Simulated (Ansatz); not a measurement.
Consider LiF in the rock salt structure (space group Fm-3m, No. 225).

```xyz
2
Lattice="0.0000 2.0039 2.0039 2.0039 0.0000 2.0039 2.0039 2.0039 0.0000" Properties=species:S:1:pos:R:3 pbc="T T T"
Li     0.0000     0.0000     0.0000
F      2.0039     2.0039     2.0039
```

Cartesian axes are those of the cell as printed.

The values are results of PBEsol (Ansatz, an electronic-structure program), spin-orbit coupling left out, not measurements.

It is then changed as follows: a pure shear with ε_xy = ε_yx = 0.0143, atoms relaxed at fixed cell.

Problem. Predict the stress tensor and what it implies for the stiffness.

Solution. Stress of the strained cell less that of the base (GPa, compression positive):
```
   0.05   -1.77    0.00
  -1.77    0.05    0.00
   0.00    0.00   -0.04
```

Then −Δσ/γ with γ = 2ε = 0.0286 gives secant stiffness values (nonlinear terms included at this strain): C66 ≈ 62 GPa.

Stability against distortions was not tested.
